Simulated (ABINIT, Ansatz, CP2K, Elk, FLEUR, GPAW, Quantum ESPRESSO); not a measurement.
**Code comparison for Mg3CdO4 (Pm-3m, 8 atoms in the cell)**

Self-consistent single point.

```
Mg3CdO4
1.0
    4.44664     0.00000     0.00000
    0.00000     4.44664     0.00000
    0.00000     0.00000     4.44664
Mg Cd O
3 1 4
Cartesian
  0.00000   2.22332   2.22332
  2.22332   0.00000   2.22332
  2.22332   2.22332   0.00000
  0.00000   0.00000   0.00000
  2.22332   0.00000   0.00000
  0.00000   2.22332   0.00000
  0.00000   0.00000   2.22332
  2.22332   2.22332   2.22332
```

Shared settings, as Ansatz (a first-principles code) writes them: kpoints.mp_grid.grid = 6 6 6; scf.occupations.method = fixed. Potentials and cutoffs stand in the table.

```tsv
code	model	gap on the mesh (eV)	cutoff
Quantum ESPRESSO	LDA (PZ), GBRV 1.5 ultrasoft (LDA) pseudopotentials	0.935	40 Ry
Elk	LDA (PW92), all-electron FP-LAPW, Elk's shipped species files, default APW+lo basis	0.959	rgkmax 7
ABINIT	LDA (PW92), PAW (JTH v2.0 LDA PAW)	0.947	24 Ha
GPAW	LDA (Perdew-Wang 92), GPAW PAW datasets LDA (gpaw-data 1.0.1)	0.950	900 eV
Ansatz	LDA (PW92), PAW files made with PBE	0.988	30.9 Ry
FLEUR	LDA (Perdew-Zunger), all-electron FLAPW (FLEUR), scalar-relativistic valence	1.049	Kmax 4.4 1/bohr
CP2K	LDA (Pade form), GPW, DZVP-MOLOPT-PBE-GTH basis, GTH-PBE potentials (POTENTIAL_UZH)	0.638	grid 1000 Ry
```

Gaps are read on the mesh.

The spread over the programs that give each value: gap on the mesh within 0.411 eV.

CP2K uses small atom-centred bases, whose incompleteness enters pressures, forces and empty levels differently from a plane-wave cutoff. Elk and FLEUR treat all electrons, but the usual bases taken here (sphere radii, linearisation, local orbitals, empty states) were not tested for convergence, so the values are no reference for the others. The same LDA comes in different parametrisations, which differ slightly. In the pressure, CP2K (by 6.17) lies more than 1 GPa from the median of the plane-wave programs. In the gap, CP2K (by 0.311) lies more than 0.12 eV from the median of the plane-wave programs.

The starting cell comes from a database of computed structures (which also holds hypothetical and non-ambient phases and stackings), without a prior relaxation at this level.

Keys are those of Ansatz 0.2.
